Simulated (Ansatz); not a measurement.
The parent structure is Ta in the bcc (W type) structure (space group Im-3m, No. 229; a = 3.3048 Å). Axes: x, y, z lie along the cube axes.

Method: r2SCAN in Ansatz (plane waves to 500 eV, PAW, without spin-orbit coupling).

For the base:

| Item | Result |
|---|---|
| Pressure | 0.0 GPa |

It is then changed as follows: the cell is compressed by 2.79 % along y with no lateral relaxation; the atoms relax in the strained cell.

Predict the new energy relative to the base and pressure.

The energy increases by 13 meV/atom; the pressure (mean of the normal stresses, compression positive) goes from zero to 6.2 GPa.

Without a gap, meshes like the base's 20×20×20 leave anisotropic stresses uncertain by several tenths of a GPa, and small strain energies with them. Whether these cells are dynamically stable was not tested. All final runs are without spin polarisation.

Ansatz is a program for electronic structure.
